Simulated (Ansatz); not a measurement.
Consider Ti in the hcp (Mg type) structure (space group P6_3/mmc, No. 194; relaxed with 0.1 eV smearing).

```
CELL_PARAMETERS angstrom
      2.90164     0.00000     0.00000
     -1.45082     2.51289     0.00000
      0.00000     0.00000     4.59296
ATOMIC_POSITIONS crystal
  Ti 0.66667 0.33333 0.75000
  Ti 0.33333 0.66667 0.25000
```

Cartesian axes are those of the cell as printed.

All numbers come from PBEsol (Ansatz, a first-principles code), spin-orbit coupling left out.

Modification: the cell is compressed by 2.00 % along z with no lateral relaxation, atoms relaxed at fixed cell.

Task: Predict the stress tensor and what it implies for the stiffness.

Result: Stress of the strained cell less that of the base (GPa, compression positive):
```
    1.7     0.0     0.0
    0.0     1.7     0.0
    0.0     0.0     4.1
```

Then −Δσ_ii/ε with ε = -0.0200 gives secant stiffness values (nonlinear terms included at this strain): C33 ≈ 207 GPa, C13 ≈ 87 GPa and C23 ≈ 87 GPa.

As a check, the harmonic strain energy −½ V₀ Δσ:ε is 4.3 meV/atom; the computed energy rise is 4.3 meV/atom.

No phonon test of stability was made. All final runs are without spin polarisation.
